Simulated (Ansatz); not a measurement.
Reference: MgPt₃ (Pm-3m), PBEsol, DFPT electron-phonon coupling, linearised Boltzmann equation (plane waves, PAW, scalar-relativistic; Ansatz, an electronic-structure program); geometry: relaxed with this functional, without spin-orbit coupling.

```
MgPt3
1.0
    3.90956     0.00000     0.00000
    0.00000     3.90956     0.00000
    0.00000     0.00000     3.90956
Mg Pt
1 3
Direct
  0.00000   0.00000   0.00000
  0.00000   0.50000   0.50000
  0.50000   0.00000   0.50000
  0.50000   0.50000   0.00000
```

The resistivity at 300 K is 12.1 μΩ·cm.

### Question
Replace Pt by Pd on the same sites and relax. What happens?

### Answer
MgPd3 (Pm-3m): volume per atom 14.9 to 14.9 Å³; resistivity at 300 K falls (12.1 μΩ·cm to 9.8 μΩ·cm).

### Question
Replace Mg by Cd on the same sites and relax. What happens?

### Answer
Pt₃Cd (Pm-3m): volume per atom 14.9 to 15.7 Å³; resistivity at 300 K stays about the same (12.1 μΩ·cm to 11.0 μΩ·cm).

### Question
Swap Mg for Zn, keeping the structure type. How do these values move?

### Answer
Pt3Zn (Pm-3m): volume per atom 14.9 to 14.5 Å³; resistivity at 300 K stays about the same (12.1 μΩ·cm to 13.7 μΩ·cm).

Moves up to 14 % count as about the same. Metals; harmonic phonons alone scatter; means over directions. Halving the electron mesh moves these values by up to 10 %; q meshes are mostly untested. Some of the runs warned that the eigensolver left states short of its tolerance. Spin-orbit coupling is left out.

Formula and space group known from diffraction (Crystallography Open Database), not checked to be the room-temperature form: Pt3Zn (Pm-3m). Computed structure with no diffraction record at hand here (it may be known, metastable or hypothetical): MgPd3 (Pm-3m), MgPt3 (Pm-3m), Pt3Cd (Pm-3m). The missing spin-orbit coupling matters most for MgPt3 (Pm-3m), Pt3Cd (Pm-3m), Pt3Zn (Pm-3m).
